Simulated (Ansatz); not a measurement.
## Effective masses and thermopower of CdSe under load (space group I-4m2)

Given:

```yaml
crystal:
  lattice:
    - [0.00000, 2.93927, 3.24403]
    - [2.93927, 0.00000, 3.24403]
    - [2.93927, 2.93927, 0.00000]
  atoms:
    - { symbol: Cd, position: [0.00000, 0.00000, 0.00000] }
    - { symbol: Se, position: [0.75000, 0.75000, 0.75000] }
```

Calculation: r2SCAN with spin-orbit coupling, rigid bands (plane waves, PAW; Ansatz, a program for electronic structure). Condition of this run: biaxial stress xx = yy = 2 GPa (compression positive) (the target of the relaxation). Geometry: cell and atoms relaxed with r2SCAN, then loaded as said.

| Quantity | Value |
|---|---|
| band gap | 0.84 eV |
| electron conductivity mass (300 K, dilute) | 0.099 (x), 0.099 (y), 0.111 (z) mₑ |
| hole conductivity mass (300 K, dilute) | 0.41 (x), 0.41 (y), 0.85 (z) mₑ |
| effective density of states N_c (300 K) | 8.0e17 cm⁻³ |
| effective density of states N_v (300 K) | 7.0e18 cm⁻³ |
| density-of-states mass, electrons | 0.100 mₑ |
| density-of-states mass, holes | 0.43 mₑ |
| Seebeck coefficient, n-type 1e19 cm⁻³, 300 K | -66 μV/K |
| best n-type power factor at 300 K for τ = 10 fs (best axis; densities from 1e16 to 1e21 cm⁻³ tried, whether or not they can be reached) | 1.22 μW/(cm·K²) at 3e18 cm⁻³ |
| Seebeck coefficient, p-type 1e19 cm⁻³, 300 K | 238 μV/K |
| best p-type power factor at 300 K for τ = 10 fs (best axis; densities from 1e16 to 1e21 cm⁻³ tried, whether or not they can be reached) | 8.8 μW/(cm·K²) at 3e20 cm⁻³ |

Rigid bands; masses and Seebeck coefficients take one relaxation time τ for all states and one kind of carrier; polarons and phonon drag are left out.
